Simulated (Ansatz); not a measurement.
Here is the system:

End structure of a constructed model of the (000-1) surface of 4H silicon carbide, C-terminated, full C adlayer on top sites (bottom of the slab: 1 H on 1 bottom site):

```xyz
10
Lattice="3.0941 0.0000 0.0000 -1.5470 2.6796 0.0000 0.0000 0.0000 27.5000" Properties=species:S:1:pos:R:3 pbc="T T T"
Si     1.5470     0.8932     9.5677
C      0.0000     0.0000    10.2019
Si     0.0000     0.0000    12.0955
C      0.0000     1.7864    12.7273
Si     0.0000     1.7864    14.6279
C      0.0000     0.0000    15.2645
Si     0.0000     0.0000    17.1563
C      1.5470     0.8932    17.8517
H      1.5470     0.8932     8.0677
C      1.5470     0.8932    19.2550
```

Set-up: 10 atoms, 11.3 Å thick at the start with caps and adatoms (thin: gaps and levels are the slab's own); mesh 10x10x1; 0.025 eV smearing; dipole correction on; single point; on the structure that PBE left under its start's symmetry; spin-polarised, ending with about 0.1 μB a cell, a value that depends on the mesh; orders that need a larger cell were not tried, no spin-orbit, no U. The slab shows no gap on its mesh. The program's check for a lower electronic state was not made. It is one candidate, not shown to be the stable structure of the face.

Task: Estimate the work function of the top face that r2SCAN, at the PBE geometry and the start's symmetry in Ansatz (a quantum-chemistry and plane-wave program) returns for this input.

Result: 8.11 eV
